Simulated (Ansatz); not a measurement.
Input:

```xyz
2
Lattice="0.0000 2.8039 2.8039 2.8039 0.0000 2.8039 2.8039 2.8039 0.0000" Properties=species:S:1:pos:R:3 pbc="T T T"
Ga     0.0000     0.0000     0.0000
As     1.4020     1.4020     1.4020
```

Calculation: PBEsol with spin-orbit coupling, rigid bands (plane waves, PAW; Ansatz, an electronic-structure program). Condition of this run: hydrostatic pressure 2 GPa (the target of the relaxation). How the cell was made: cell and atoms relaxed with PBEsol, then loaded as said.

Task: What conductivity effective mass do dilute electrons have at 300 K?

Result: 0.042 mₑ.

Task: What conductivity effective mass do dilute holes have at 300 K?

Result: 0.39 mₑ.

Task: And the band gap?

Result: 0.52 eV at this level; semilocal functionals usually fall short of the measured gap.

Rigid bands, one relaxation time for all states, no polarons.
